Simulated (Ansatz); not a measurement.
The parent structure is InAgTe2 in the chalcopyrite structure (space group I-42d, No. 122; a = 6.5688 Å, c = 13.0031 Å).

(Cell as relaxed with PBE.)

Levels (all Ansatz, a quantum-chemistry and plane-wave program, PAW): PBE (420 eV, no spin-orbit coupling); PBEsol (420 eV, no SOC).

Each level relaxes its own structure.

```tsv
base	PBE	PBEsol
volume per atom	35.07 Å³	33.00 Å³
lattice parameter a	6.569 Å	6.431 Å
```

Modification: the cell is scaled by 0.9798 in all directions, atoms relaxed at fixed cell.

| quantity | PBE | PBEsol |
|---|---|---|
| energy relative to the base (free energy F) | +16 meV/atom | +18 meV/atom |
| pressure (mean of the normal stresses, compression positive) | 2.61 GPa | 3.19 GPa |

PBE's energy relative to the base lies 2.4 meV/atom below PBEsol's; PBE's pressure lies 0.572 GPa below PBEsol's. Neither level is exact; PBEsol is the comparison here, not a measurement.

The cells carry an imposed strain or load. No phonon test of stability was made.
